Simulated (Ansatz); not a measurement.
**BP, pressure series**

Start from BP in the zinc blende structure (space group F-43m, No. 216).

```xyz
2
Lattice="0.0000 2.2682 2.2682 2.2682 0.0000 2.2682 2.2682 2.2682 0.0000" Properties=species:S:1:pos:R:3 pbc="T T T"
P      3.4023     3.4023     3.4023
B      0.0000     0.0000     0.0000
```

Cell and atoms are relaxed at each pressure.

All numbers come from r2SCAN (Ansatz, an electronic-structure program, PAW, without spin-orbit coupling), earlier PAW set.

Two rows of this table had their results exchanged by mistake.

| pressure | volume per atom (Å³) | shortest distance (Å) | band gap |
|---|---|---|---|
| pressure −2 GPa | 11.81 | 1.972 | 1.43 eV |
| pressure −1 GPa | 11.12 | 1.933 | 1.34 eV |
| pressure 1.8 GPa | 11.55 | 1.957 | 1.39 eV |
| pressure 4.2 GPa | 11.39 | 1.949 | 1.37 eV |
| pressure 9 GPa | 11.74 | 1.968 | 1.42 eV |
| pressure 18 GPa | 10.67 | 1.906 | 1.27 eV |
| pressure 30 GPa | 10.17 | 1.876 | 1.19 eV |
| pressure 45 GPa | 9.67 | 1.845 | 1.09 eV |
| pressure 60 GPa | 9.26 | 1.818 | 1.00 eV |

### Question
Which two?

### Answer
The rows for pressure −1 GPa and pressure 9 GPa: the volume has to fall steadily with pressure, so 11.74 Å³ belongs to pressure −1 GPa and 11.12 Å³ to pressure 9 GPa.

Load acts through the strain it causes; cell and atoms are relaxed under it. Whether these cells are dynamically stable was not tested. No other phases were tried under pressure.
